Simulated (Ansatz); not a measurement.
# LaOF: holes 2.0×10^21 cm⁻³

Consider LaOF (space group R-3m, No. 166; a = 4.013 Å, c = 20.068 Å (hexagonal axes)).

Modification: 0.187 holes added to each cell, a density of 2.0×10^21 cm⁻³, with a uniform compensating background at fixed cell and a 300 K Fermi–Dirac width.

Calculations: PBEsol (Ansatz, an electronic-structure program), spin-orbit coupling left out. Settings: 14×14×14 k-points, 0.0259 eV Fermi–Dirac smearing.

The gap between the host's bands goes up by 0.188 eV, from 4.22 eV to 4.40 eV and the gap character is still direct at H₀–L (14 % along). The largest internal atomic displacement amounts to 0.015 Å and the Fermi level relative to the doped band's edge (positive inside the band; to 0.05 eV) amounts to +0.10 eV.

Final structure:

```
LaOF
1.0
    2.00661     1.15851     6.68924
   -2.00661     1.15851     6.68924
    0.00000    -2.31703     6.68924
La O F
2 2 2
Direct
  0.74252   0.74252   0.74252
  0.25748   0.25748   0.25748
  0.62348   0.62348   0.62348
  0.37652   0.37652   0.37652
  0.87137   0.87137   0.87137
  0.12863   0.12863   0.12863
```
Cell charge +0.186604.

Cost of the whole job for the changed cell (relaxation, final SCF and bands): around 4 core-minutes (rough).

Charged cell with a jellium background: band edges are those of the host's band count, energies are not comparable with the neutral cell, and many-body gap narrowing is missing. Whether these cells are dynamically stable was not tested.
